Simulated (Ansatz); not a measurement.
Seebeck coefficient (μV/K, mean over directions) of n-type BaBAsO5 (P3_121) against carrier density, PBEsol, rigid bands run with Ansatz (a program for electronic structure). Computed gap 3.72 eV; densities at which minority carriers matter at this gap, or further valleys turn the trend, are left out. Conductivity mass 0.55 mₑ (harmonic mean over directions), N_c = 1.0e19 cm⁻³ at 300 K.

```csv
electron density,300 K,500 K
1e16 cm⁻³,-810,-878
1e17 cm⁻³,-612,-679
1e18 cm⁻³,-414,-481
3e18 cm⁻³,-321,-387
1e19 cm⁻³,-223,-286
3e19 cm⁻³,-142,-199
1e20 cm⁻³,___,___
3e20 cm⁻³,-38,-63
1e21 cm⁻³,-18,___
```

**Question.** Some entries are withheld; supply them.

**Answer.** 
- 1e20 cm⁻³, 300 K: -74
- 1e20 cm⁻³, 500 K: -116
- 1e21 cm⁻³, 500 K: -29

Rigid bands with a gap fixed in temperature, one relaxation time for all states, no polarons or phonon drag, and whether or not such doping can be reached. Spin-orbit coupling is left out.

Computed structure with no diffraction record at hand here (it may be known, metastable or hypothetical): BaBAsO5 (P3_121).
